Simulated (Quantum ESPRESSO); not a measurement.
## Short convergence ladders for Nb (Im-3m, 1 atom in the cell)

```xyz
1
Lattice="1.6583 1.6583 1.6583 -1.6583 1.6583 1.6583 -1.6583 -1.6583 1.6583" Properties=species:S:1:pos:R:3 pbc="T T T"
Nb     0.0000     0.0000     0.0000
```

Base method: PBE, SSSP 1.1.2 efficiency (PBE) pseudopotentials (plane waves; Quantum ESPRESSO).

Base settings: ecutwfc = 50 Ry; ecutrho = 400 Ry; occupations = smearing; smearing = fermi-dirac; degauss = 0.0073499 Ry; potentials = {Nb: Nb.pbe-spn-kjpaw_psl.0.3.0.UPF}; K_POINTS = automatic 8 8 8 0 0 0; conv_thr = 1e-10 Ry; mixing_beta = 0.7.

The count of work is k-points × plane waves × bands × iterations; it is no time. 

**The cutoff for other potential files**

Level: DFT, PBE, plane waves, PSlibrary PAW (PBE) pseudopotentials.

In this ladder: pseudopotentials = {Nb: Nb.pbe-spn-kjpaw_psl.1.0.0.UPF}. Moved along: ecutrho.

The second cell is the first with its lattice scaled by 0.98.

The mesh stays at the base's, so the ladder's end is converged at best in this setting alone.

Only quantities that move along the ladder and can be compared are tabulated.

| ecutwfc | free energy less the last step's (meV/atom) | energy of the compressed cell less the first (meV/atom) | pressure (GPa) | count of work / last |
|---|---|---|---|---|
| 25 Ry | 1793.84 | 47.45 | -70.27 | 0.098 |
| 30 Ry | 438.86 | 39.61 | -22.19 | 0.15 |
| 38 Ry | 87.34 | 35.68 | -1.75 | 0.23 |
| 47 Ry | 70.96 | 35.17 | -1.07 | 0.28 |
| 55 Ry | 41.44 | 35.58 | -1.62 | 0.36 |
| 66 Ry | 13.23 | 35.31 | -0.84 | 0.47 |
| 82 Ry | 8.68 | 35.24 | -0.46 | 0.64 |
| 110 Ry | 0.00 | 35.23 | -0.51 | 1.0 |

Coarsest ecutwfc that holds the free energy within 5 meV/atom: not settled: the last two steps still differ by 8.7 meV/atom, over half the tolerance, so the ladder does not show it.

Coarsest ecutwfc that holds the pressure within 1 GPa of the last step, with all finer ones: 66 Ry; the step before is off by 1.1 GPa.

Coarsest ecutwfc that holds the energy of the compressed cell less the first within 2 meV/atom of the last step, with all finer ones: 38 Ry, at 0.23 of the last step's count of work; the step before is off by 4.4 meV/atom.

At the lowest cutoff the pressure lies 69.8 GPa under the last step's, the usual sign of Pulay stress in an incomplete plane-wave basis.

**The relaxed cell against the cutoff**

In this ladder: calculation = vc-relax; tprnfor = default; tstress = default. Moved along: ecutrho.

The mesh stays at the base's, so the ladder's end is converged at best in this setting alone.

Only quantities that move along the ladder and can be compared are tabulated.

| ecutwfc | relaxed volume (Å³/atom) | relaxation steps |
|---|---|---|
| 25 Ry | 16.499 | 3 |
| 30 Ry | 17.661 | 2 |
| 35 Ry | 18.053 | 2 |
| 42 Ry | 18.137 | 2 |
| 50 Ry | 18.155 | 2 |
| 60 Ry | 18.180 | 2 |
| 75 Ry | 18.189 | 2 |
| 100 Ry | 18.198 | 1 |

State of the relaxed volume at the end of the ladder: still drifting one way, by 0.018 Å³/atom over the last two steps, so the last step is no safe reference.

At the lowest cutoff the cell relaxes to a volume 9.3 % smaller than at the highest.

On the base run: the starting cell has typed, rounded lattice constants, without a prior relaxation at this level. Its lattice was rescaled by up to half a per cent. Spin polarisation is off.
